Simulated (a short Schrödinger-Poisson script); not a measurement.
System: symmetric double-gate stack, SiO2 on p-type GaN, at 300 K.

| layer | material | thickness (nm) | Na (cm⁻³) |
|---|---|---|---|
| 1 | SiO2 | 3.6 | - |
| 2 | GaN | 6 | 2e15 |
| 3 | SiO2 | 3.6 | - |

The device is made up for the run: typed textbook-type constants, with dimensions and the other settings drawn at random. SiO2: permittivity 3.9, conduction-band edge (eV) 3.2, gap (eV) 9, electron mass (mₑ) 0.5. GaN: permittivity 9.5, conduction-band edge (eV) 0, gap (eV) 3.43, Nv at 300 K (cm⁻³) 4.6e19.

Channel valleys (confinement mass, in-plane density-of-states mass, number): Γ 0.2, 0.2, 1. At the gates, both at one voltage, the conduction-band edge of layer 1 lies 3.56 eV − eVg above the Fermi level of the channel. Gaps are held at their typed values at every temperature. Mesh 0.03 nm at interfaces.

From a short Schrödinger-Poisson script (our own, NumPy): 1D Poisson equation in equilibrium, electrons quantum, Hartree (BenDaniel-Duke, 12 states a valley, the channel's in-plane mass for all, wave functions free to enter the dielectric), parabolic valleys, classical holes, full ionisation, no traps, pinning or gate leakage.

The same stack at other levels of the model or other numerical settings:

```tsv
run	sheet density of all electrons at Vg = 2.55 V (cm⁻²)	sheet density of all electrons at Vg = 0.75 V (cm⁻²)	rough cost against the base
base	2.09e13	3.24e12	about 1
electrons treated as classical, Boltzmann	2.45e13	4.01e12	0.07
electrons treated as classical, Fermi-Dirac	2.19e13	3.70e12	0.2
electrons treated as quantum, Hartree plus LDA exchange-correlation	2.15e13	3.52e12	2
mesh six times as coarse	2.08e13	3.22e12	0.4
one subband a valley	1.99e13	3.22e12	about 1
```

The classical rows ignore confinement, and Boltzmann statistics overrate the density once the band edge passes the Fermi level.

In real p-type GaN the Mg acceptor is only partly ionised, and so wide a gap doesn't supply an inversion layer without source and drain.
